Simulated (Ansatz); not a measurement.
Consider the following.

```xyz
2
Lattice="0.0000 3.0195 3.0195 3.0195 0.0000 3.0195 3.0195 3.0195 0.0000" Properties=species:S:1:pos:R:3 pbc="T T T"
Pb     0.0000     0.0000     0.0000
S      3.0195     3.0195     3.0195
```

No spin polarisation.

Method: PBE in Ansatz (plane waves to 420 eV, PAW, spin-orbit coupling left out). k-mesh 10×10×10 (Γ-centred); smearing 0.05 eV (Fermi–Dirac).

### Question
Predict the band gap.

### Answer
0.54 eV.

### Question
Estimate the electron mass.

### Answer
0.16 mₑ (at L).

### Question
Predict the pressure.

### Answer
-0.77 GPa.

### Question
What gap character does the calculation give?

### Answer
Direct at L.

Spin-orbit coupling, missing from the scalar runs, can matter with Pb. The cells carry an imposed strain or load. Effective masses come from finite differences of ±0.01 Å⁻¹. Whether these cells are dynamically stable was not tested. The cell was made from PbS in the rock salt structure (space group Fm-3m, No. 225) by this change: isotropic strain +0.50 %.

Ansatz is an electronic-structure program.
